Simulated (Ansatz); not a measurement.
Base system: CaO in the rock salt structure (space group Fm-3m, No. 225; a = 4.831 Å).

Computed with PBE (Ansatz, an electronic-structure program, PAW, scalar-relativistic without spin-orbit coupling).

Before the change:

* **Gap character**: indirect, Γ → X
* **Lattice parameter a**: 4.831 Å

Modification: a negative pressure, −1 GPa.

Q: What does the calculation give for the gap character after the change?

A: The gap character remains indirect, Γ → X.

Q: Predict the new lattice parameter a.

A: The lattice parameter a increases by 0.0156 Å to 4.846 Å.

Load acts through the strain it causes; cell and atoms are relaxed under it. Whether these cells are dynamically stable was not tested.
